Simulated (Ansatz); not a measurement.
## Effective masses and thermopower of GaS (P6_3/mmc)

Input:

```yaml
crystal:
  lattice:
    - [3.53441, 0.00000, 0.00000]
    - [-1.76720, 3.06088, 0.00000]
    - [0.00000, 0.00000, 15.04169]
  atoms:
    - { symbol: Ga, position: [0.33333, 0.66667, 0.33042] }
    - { symbol: Ga, position: [0.66667, 0.33333, 0.66958] }
    - { symbol: Ga, position: [0.66667, 0.33333, 0.83042] }
    - { symbol: Ga, position: [0.33333, 0.66667, 0.16958] }
    - { symbol: S, position: [0.33333, 0.66667, 0.90301] }
    - { symbol: S, position: [0.66667, 0.33333, 0.09699] }
    - { symbol: S, position: [0.66667, 0.33333, 0.40301] }
    - { symbol: S, position: [0.33333, 0.66667, 0.59699] }
```

Level of theory: PBEsol+D3BJ, rigid bands (plane waves, PAW, scalar-relativistic; Ansatz, an electronic-structure program). Cell: cell and atoms relaxed with PBEsol+d3bj.

- band gap: 1.29 eV
- electron conductivity mass (300 K, dilute): 0.46 (x), 0.46 (y), 0.61 (z) mₑ
- hole conductivity mass (300 K, dilute): 1.95 (x), 1.95 (y), 0.164 (z) mₑ
- effective density of states N_c (300 K): 6.0e19 cm⁻³
- effective density of states N_v (300 K): 2.0e19 cm⁻³
- density-of-states mass, electrons: 1.80 mₑ
- density-of-states mass, holes: 0.85 mₑ
- Seebeck coefficient, n-type 1e19 cm⁻³, 300 K: -361 μV/K
- best n-type power factor at 300 K for τ = 10 fs (best axis; densities from 1e16 to 1e21 cm⁻³ tried, whether or not they can be reached): 18.0 μW/(cm·K²) at 3e20 cm⁻³
- Seebeck coefficient, p-type 1e19 cm⁻³, 300 K: 279 μV/K
- best p-type power factor at 300 K for τ = 10 fs (best axis; densities from 1e16 to 1e21 cm⁻³ tried, whether or not they can be reached): 15.8 μW/(cm·K²) at 3e19 cm⁻³

Rigid bands; masses and Seebeck coefficients take one relaxation time τ for all states and one kind of carrier; polarons and phonon drag are left out. Spin-orbit coupling is left out; where it splits the top of the valence band, N_v and the p-type Seebeck coefficient come out somewhat high without it. Geometry: cell and atoms relaxed with PBEsol+D3(BJ).

Formula and space group known from diffraction (Crystallography Open Database), not checked to be the room-temperature form: GaS (P6_3/mmc). PBEsol with a dispersion correction tends to overbind, so the cell can be several per cent short, in bad cases over ten, which usually narrows a gap: GaS (P6_3/mmc).
